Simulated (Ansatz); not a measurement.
A self-consistent single point of WSe2 (P6_3/mmc, 6 atoms in the cell) with Ansatz (a first-principles code).

Computed with PBE, PAW files (plane waves; Ansatz).

The change in words: lattice scaled by 0.98. Reference geometry:
```
CELL_PARAMETERS angstrom
      3.32259     0.00000     0.00000
     -1.66129     2.87744     0.00000
      0.00000     0.00000    13.74818
ATOMIC_POSITIONS crystal
  W  0.66667 0.33333 0.75000
  W  0.33333 0.66667 0.25000
  Se 0.33333 0.66667 0.87100
  Se 0.66667 0.33333 0.12900
  Se 0.66667 0.33333 0.37100
  Se 0.33333 0.66667 0.62900
```

Reference input (self-consistent single point, DFT, PBE, plane waves, PAW files): basis.ecutwfc = 420 eV; kpoints.mp_grid.grid = 6 6 2; hamiltonian.xc = pbe; hamiltonian.pseudopotentials = {kind: paw} (the program's default PAW files); scf.occupations.method = fixed. This run's input differs from it in these lines:

```diff
@@ -3,5 +3,5 @@
   lattice:
-    - [3.322586, 0.000000, 0.000000]
-    - [-1.661293, 2.877444, 0.000000]
-    - [0.000000, 0.000000, 13.748180]
+    - [3.256134, 0.000000, 0.000000]
+    - [-1.628067, 2.819895, 0.000000]
+    - [0.000000, 0.000000, 13.473216]
   atoms:
```

The program printed (abridged):

```
SCF iter   1: F=—  HF=-42652.371357 eV  |F-HF|=—  |Δ(HF+E_count)|=         —  Δρ=3.68e-2  dr2=5.86e0  ethr=3.10e-3  ⟨swp⟩=5.0  Hψ=2457  notcnv=0  defer=88
all-band conjugate gradients solve this SCF's bands
preconditioner: auto → Resta (q_TF=auto, 2.597 Å⁻¹)
SCF iter   2: F=—  HF=-42651.494805 eV  |F-HF|=—  |Δ(HF+E_count)|=   8.77e-1  Δρ=2.25e-2  dr2=8.42e-1  ethr=3.10e-3  ⟨swp⟩=2.0  Hψ=1067  notcnv=0  defer=63
   [... lines left out ...]
SCF iter   6: F=—  HF=-42651.267798 eV  |F-HF|=—  |Δ(HF+E_count)|=   1.21e-3  Δρ=4.06e-4  dr2=2.27e-4  ethr=2.42e-6  ⟨swp⟩=2.0  Hψ=1377  notcnv=0  defer=110
SCF iter   7: F=—  HF=-42651.268165 eV  |F-HF|=—  |Δ(HF+E_count)|=   3.67e-4  Δρ=9.05e-5  dr2=8.63e-6  ethr=2.47e-7  ⟨swp⟩=2.1  Hψ=1014  notcnv=0  defer=90
SCF iter   8: F=—  HF=-42651.268141 eV  |F-HF|=—  |Δ(HF+E_count)|=   2.35e-5  Δρ=2.92e-5  dr2=1.18e-6  ethr=9.38e-9  ⟨swp⟩=2.9  Hψ=1532  notcnv=0  defer=38
SCF iter   9: F=-42651.268145 eV  HF=-42651.268145 eV  |F-HF|=4.60e-8  |Δ(HF+E_count)|=   3.74e-6  Δρ=9.34e-6  dr2=6.99e-8  ethr=1.09e-10  ⟨swp⟩=11.1  Hψ=3985  notcnv=0
SCF 1 converged in 9 iterations: F = -42651.268145 eV  dr2 = 6.99e-8
Free energy (F): -42651.268145 eV
Internal energy: -42651.268145 eV  (E = F + TS)
E sigma→0 (E₀):  -42651.268145 eV
Fermi energy:    12.186211 eV
--- Forces (eV/Å), atoms counted from 1 ---
  atom   1  W      0.00000000    -0.00000000     0.00000000
  atom   2  W      0.00000000     0.00000000     0.00000000
  atom   3  Se    -0.00000000     0.00000000     1.32529220
  atom   4  Se    -0.00000000    -0.00000000    -1.32529220
  atom   5  Se    -0.00000000    -0.00000000     1.32529220
  atom   6  Se     0.00000000     0.00000000    -1.32529220
--- Stress (GPa, compression-positive) ---
        9.127730       0.000000       0.000000
       -0.000000       9.127730       0.000000
        0.000000       0.000000      12.265927
  P = ⅓ Tr σ = 10.1738 GPa (101.738 kbar)
  The stress holds the Pulay correction. Without it, at fixed plane waves, as pw.x and ABINIT print it: P = 10.1322 GPa
```

The run converged in 9 iterations. Against the reference run the free energy goes up by 44.2 meV/atom, the pressure goes from 1.30 to 10.17 GPa, the largest force goes from 0.218 to 1.325 eV/Å and the gap on the mesh moves little (1.226 to 1.221 eV).

The starting cell comes from a database of computed structures (which also holds hypothetical and non-ambient phases and stackings), without a prior relaxation at this level. Its lattice was rescaled by a random factor within 2.5 % of one. For this run, on top of that: lattice scaled by 0.98. Spin-orbit coupling is off. With a pressure of about 10 GPa the cell is away from its equilibrium volume at this level. Forces in this geometry exceed 1 eV/Å. Ansatz's pressure includes its estimate of the finite-basis (Pulay) stress.

Keys are those of Ansatz 0.2.
